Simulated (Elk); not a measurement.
Input and output of a self-consistent single point for TiB₂ (P6/mmm, 3 atoms in the cell) (Elk).

Computed with Elk with PBE, all-electron FP-LAPW, Elk's shipped species files, default APW+lo basis.

The change in words: lattice scaled by 0.98. Reference geometry:
```yaml
crystal:
  lattice:
    - [3.02593, 0.00000, 0.00000]
    - [-1.51296, 2.62053, 0.00000]
    - [0.00000, 0.00000, 3.22877]
  atoms:
    - { symbol: Ti, position: [0.00000, 0.00000, 0.00000] }
    - { symbol: B, position: [0.33333, 0.66667, 0.50000] }
    - { symbol: B, position: [0.66667, 0.33333, 0.50000] }
```

Reference input (self-consistent single point, DFT, PBE, all-electron FP-LAPW, Elk's shipped species files, default APW+lo basis): xctype = 20; stype = 0; swidth = 0.00499791 Ha; ngridk = 8 8 7; rmtscf = 0.85; maxscl = 100. This run's input differs from it in these lines:

```diff
@@ -19,8 +19,8 @@
 scale
-  5.7181787
+  5.603814355
 
 avec
-    1.0000000000    0.0000000111    0.0000000000
-   -0.5000000096    0.8660253982    0.0000000000
-    0.0000000000    0.0000000000    1.0670339876
+    1.0000000000    0.0000000960    0.0000000000
+   -0.5000000831    0.8660253558    0.0000000000
+    0.0000000000    0.0000000000    1.0670342692
```

The program printed (abridged):

```
│ Self-consistent loop started │
│ Loop number : 1 │
 total energy                :     -899.513153320
│ Loop number : 2 │
 total energy                :     -899.692902563
RMS change in Kohn-Sham potential (target) :    5.725170796     (  0.1000000000E-05)
Absolute change in total energy (target)   :   0.1797492428     (  0.1000000000E-03)
│ Loop number : 3 │
 total energy                :     -899.394447764
RMS change in Kohn-Sham potential (target) :    4.726429382     (  0.1000000000E-05)
Absolute change in total energy (target)   :   0.2535174884     (  0.1000000000E-03)
│ Loop number : 4 │
   [... lines left out ...]
Absolute change in total energy (target)   :   0.1143934485E-03 (  0.1000000000E-03)
│ Loop number : 15 │
 total energy                :     -903.700860449
RMS change in Kohn-Sham potential (target) :   0.3804943420E-05 (  0.1000000000E-05)
Absolute change in total energy (target)   :   0.2283957315E-04 (  0.1000000000E-03)
│ Loop number : 16 │
 total energy                :     -903.700875647
RMS change in Kohn-Sham potential (target) :   0.5528732241E-06 (  0.1000000000E-05)
Absolute change in total energy (target)   :   0.9488248679E-05 (  0.1000000000E-03)
Convergence targets achieved

│ Loop number : 17 │

Energies :
 Fermi                       :     0.472126070630
 total energy                :     -903.700878360

Density of states at Fermi energy :    1.020477852
 (states/Hartree/unit cell)

Estimated indirect band gap :   0.1473659077E-01
 from k-point     31 to k-point     26
Estimated direct band gap   :   0.2625404104E-01
 at k-point      9

Charges :
 core                        :    14.00000000
 valence                     :    18.00000000
 interstitial                :    5.218808781
 muffin-tins (core leakage)
  species :    1 (Ti)
   atom    1                 :    19.75565185     (  0.3524745296E-07)
  species :    2 (B)
   atom    1                 :    3.512769684     (  0.4487962849E-03)
   atom    2                 :    3.512769684     (  0.4487962849E-03)
 total in muffin-tins        :    26.78119122
 total calculated charge     :    32.00362356
 total charge                :    32.00000000
 error                       :   0.3623555071E-02

│ Self-consistent loop stopped │
```

The run converged in 17 iterations. The count includes the last loop, which Elk runs after its targets are met. Against the reference run the total energy goes up by 34.0 meV/atom.

The starting cell comes from a database of computed structures (which also holds hypothetical and non-ambient phases and stackings), without a prior relaxation at this level. For this run, on top of that: lattice scaled by 0.98. Spin polarisation is off. Values depend on the basis (sphere radii, cutoffs, local orbitals), which need not be converged. The log's line on a gap gives a spacing of levels on this mesh, which the program prints for metals too.
